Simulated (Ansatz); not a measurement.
Given:

```
CELL_PARAMETERS angstrom
      3.99404     0.00000     0.00000
      0.00000     3.89379     0.00000
      0.00000     0.00000     3.99404
ATOMIC_POSITIONS crystal
  Ba 0.00000 0.00000 0.00000
  Ti 0.50000 0.50000 0.50000
  O  0.00000 0.50000 0.50000
  O  0.50000 0.50000 0.00000
  O  0.50000 0.00000 0.50000
```

No spin polarisation.

Level of theory: r2SCAN (Ansatz, an electronic-structure program; PAW; 500 eV plane waves; without spin-orbit coupling). Settings: 8×8×8 k-points, 0.05 eV Fermi–Dirac smearing.

**Question.** Predict the band gap, gap character and smallest direct gap.

**Answer.** The band gap comes out as 2.18 eV. The gap character comes out as indirect, A → Γ. The smallest direct gap is 2.26 eV.

The cells carry an imposed strain or load. Whether these cells are dynamically stable was not tested. The final runs are not spin-polarised. The cell was made from BaTiO₃ in the cubic perovskite structure (space group Pm-3m, No. 221) by this change: uniaxial strain ε_yy = −2.51 %. Many cubic perovskites are stable only at high temperature; tilts and polar distortions were not tested. This is not the structure that BaTiO3 has at room temperature and ambient pressure.
